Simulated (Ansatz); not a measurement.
**PBE against r2SCAN: InAs, isotropic strain +5.24 %**

Start from InAs in the zinc blende structure (space group F-43m, No. 216; a = 6.1863 Å).

(Cell as relaxed with PBE.)

Levels (all Ansatz, a first-principles code, PAW): PBE (420 eV, spin-orbit coupling left out); r2SCAN (500 eV, no spin-orbit coupling).

Each level relaxes its own structure.

| base | PBE | r2SCAN |
|---|---|---|
| volume per atom | 29.59 Å³ | 28.50 Å³ |
| lattice parameter a | 6.186 Å | 6.109 Å |
| band gap | zero | 0.08 eV |

The change: an isotropic linear strain of +5.24 %, atoms relaxed at fixed cell.

```json
[
 {"quantity": "energy relative to the base (free energy F)", "PBE": "+91 meV/atom", "r2SCAN": "+104 meV/atom"},
 {"quantity": "pressure", "PBE": "-5.1 GPa", "r2SCAN": "-6.1 GPa"},
 {"quantity": "band gap", "PBE": "zero", "r2SCAN": "zero"}
]
```

PBE's energy relative to the base lies 13 meV/atom below r2SCAN's; PBE's pressure lies 1.0 GPa above r2SCAN's; the two agree on the band gap. Neither level is exact; r2SCAN is the comparison here, not a measurement.

The mesh was chosen for an insulator and is coarse for the gapless case. Stability against distortions was not tested. The final runs are not spin-polarised. A zero or small gap of InAs can be the functional's error rather than a property of the material.
